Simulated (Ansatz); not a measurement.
```xyz
6
Lattice="5.1027 0.0000 0.0000 0.0000 5.8686 0.0000 0.0000 0.0000 2.8620" Properties=species:S:1:pos:R:3 pbc="T T T"
P      1.7132     5.1303     1.4310
P      3.3895     0.7383     1.4310
P      4.2645     3.6726     0.0000
P      0.8381     2.1960     0.0000
Ru     2.5513     2.9343     1.4310
Ru     0.0000     0.0000     0.0000
```

No spin polarisation.

Hole doping at 1.0×10^22 cm⁻³ (0.857 per cell), with a uniform compensating background at fixed cell and a 300 K Fermi–Dirac width.

Level of theory: PBEsol, PAW, 420 eV (Ansatz, a first-principles code; no spin-orbit coupling). k-mesh 9×8×16 (Γ-centred); smearing 0.0259 eV (Fermi–Dirac).

Predict the gap between the host's bands and Fermi level from band edge.


* **Gap between the host's bands**: 0.44 eV
* **Fermi level relative to the doped band's edge (positive inside the band; to 0.05 eV)**: +0.50 eV

Carriers are added with a uniform compensating background; total energy and stress of such cells depend on the potential's zero and are not compared; many-body gap narrowing is missing at this level. Stability against distortions was not tested. The cell was made from RuP2 (space group Pnnm, No. 58) by this change: holes 1.0×10^22 cm⁻³.
